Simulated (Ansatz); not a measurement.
The parent structure is GaN (space group Pm-3n, No. 223; a hypothetical phase, not in the database extracts checked).

```
GaN
1.0
    5.51311     0.00000     0.00000
    0.00000     5.51311     0.00000
    0.00000     0.00000     5.51311
Ga N
6 6
Direct
  0.25000   0.00000   0.50000
  0.50000   0.25000   0.00000
  0.50000   0.75000   0.00000
  0.75000   0.00000   0.50000
  0.00000   0.50000   0.75000
  0.00000   0.50000   0.25000
  0.25000   0.50000   0.00000
  0.00000   0.25000   0.50000
  0.00000   0.75000   0.50000
  0.75000   0.50000   0.00000
  0.50000   0.00000   0.75000
  0.50000   0.00000   0.25000
```

All numbers come from plane-wave PAW DFT at the PBEsol level (Ansatz, an electronic-structure program, 420 eV), no spin-orbit coupling.

Base values:

```
Item                                   Result
-----------------------------  --------------
Band gap                              1.56 eV
Electron mass                  0.20 mₑ (at Γ)
Volume per atom                      13.96 Å³
Width of the top valence band         1.58 eV
```

Perturbation: cell and atoms relaxed at a pressure of 7.5 GPa.

### Question
What does the calculation give for the band gap, electron mass, volume per atom and width of the top valence band after the change?

### Answer
The band gap grows by 0.15 eV, from 1.56 eV to 1.71 eV; the electron mass becomes 0.22 mₑ (at Γ) (base: 0.20 mₑ (at Γ)); the volume per atom decreases by 0.62 Å³ (13.96 Å³ → 13.34 Å³); the width of the top valence band increases by 0.11 eV, from 1.58 eV to 1.69 eV.

Load acts through the strain it causes; cell and atoms are relaxed under it. Masses are band curvatures over ±0.01 Å⁻¹ around the edge. Stability against distortions was not tested. Competing high-pressure phases were not computed.
